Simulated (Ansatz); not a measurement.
# Bi, pressure series

Start from Bi in the A7 type structure (space group R-3m, No. 166; a = 4.5332 Å, c = 11.6537 Å (hexagonal axes)).

Cell and atoms are relaxed at each pressure.

Computed with Kohn–Sham DFT with the PBE-D3(BJ) functional, run in Ansatz (an electronic-structure program) with PAW and 420 eV plane waves, scalar-relativistic without spin-orbit coupling.

```csv
pressure (GPa),volume per atom (Å³/atom)
-2,36.968
-1,?
0,34.567
0.9,33.802
2.1,32.954
4.5,31.589
9,29.722
15,27.917
```

Question: Fit the third-order Birch–Murnaghan form P(V) = (3B₀/2)[(V₀/V)^(7/3) − (V₀/V)^(5/3)]·[1 + (3/4)(B₀′ − 4)((V₀/V)^(2/3) − 1)] (squares taken in P) to the rows shown and predict the withheld row.

Answer: Least squares on the printed values gives V₀ = 34.607 Å³/atom, B₀ = 37.8 GPa, B₀′ = 5.8; this predicts 35.617 Å³/atom, and the run gives 35.591 Å³/atom, 0.026 lower.

Load acts through the strain it causes; cell and atoms are relaxed under it. Stability against distortions was not tested. Measured, Bi leaves this structure (for a monoclinic phase) near 2.5 GPa (temperature not stated; as listed in Olga Degtyareva, NATO science for peace and security series. B, Physics and biophysics (2010)).
